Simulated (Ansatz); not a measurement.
Candidates (primitive cells; geometry: cell and atoms relaxed with r2SCAN):
A. CsPbBr3 (Pm-3m), a = 5.9376 Å, b = 5.9376 Å, c = 5.9376 Å, α = 90.00°, β = 90.00°, γ = 90.00°
B. Si (Fd-3m), a = 3.850 Å, b = 3.850 Å, c = 3.850 Å, α = 60.00°, β = 60.00°, γ = 60.00°
C. CdSe (F-43m), a = b = c = 4.337 Å, α = β = γ = 60.00°
D. BeS (F-43m), a = b = c = 3.443 Å, α = β = γ = 60.00°
E. CsPbCl$_{3}$ (Pm-3m), a = b = c = 5.674 Å, α = β = γ = 90.00°

Q: Rank these by electron conductivity mass (lowest first), as r2SCAN with spin-orbit coupling, rigid bands in Ansatz (a first-principles code) gives it.

A: C (0.103 mₑ), A (0.150 mₑ), E (0.22 mₑ), B (0.28 mₑ), D (0.37 mₑ)

Masses are for dilute carriers at 300 K, harmonic means over directions unless an axis is named.

CsPbBr3 (Pm-3m), CsPbCl3 (Pm-3m): a high-temperature phase held by its symmetry.
